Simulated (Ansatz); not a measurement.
Al2Cu (I4/mcm, No. 140) was calculated with r²SCAN (PAW; Ansatz, an electronic-structure program).

Run with plane-wave cutoff 560 eV, 14×14×14 k mesh, Fermi–Dirac smearing 0.05 eV, no spin polarisation, scalar-relativistic PAW data made under PBE.

Energies at three volumes about the minimum:

| V (Å³/atom) | E − E_lowest (meV/atom) |
|---|---|
| 14.109 | 2.15 |
| 14.397 | 0.00 |
| 14.685 | 1.96 |

Fit a parabola by hand: where is the minimum, and what is the bulk modulus?

Slopes: (0.00 − 2.15)/(14.397 − 14.109) = -7.465 and (1.96 − 0.00)/(14.685 − 14.397) = 6.806 meV/Å³. Curvature E″ = 2 × (6.806 − (-7.465))/(14.685 − 14.109) = 49.552 meV/Å⁶. From the middle of the first interval, the slope vanishes at V0 = 14.2530 − (-7.465)/49.552 = 14.404 Å³/atom. B = V0 E″ = 14.404 × 49.552 meV/Å³ × 0.1602 GPa per meV/Å³ = 114 GPa. The full Birch–Murnaghan fit to all volumes gives V0 = 14.399 Å³/atom and B0 = 114 GPa.

Shape and atoms are relaxed at each volume.

Measured, for comparison: equilibrium volume per atom 14.78 Å³/atom (temperature not stated, no zero-point or thermal correction, from a published cell, temperature and pressure not stated; as tabulated in James B. Friauf, Journal of the American Chemical Society 49, 3107 (1927)). Computed less measured: equilibrium volume per atom -2.6 %.
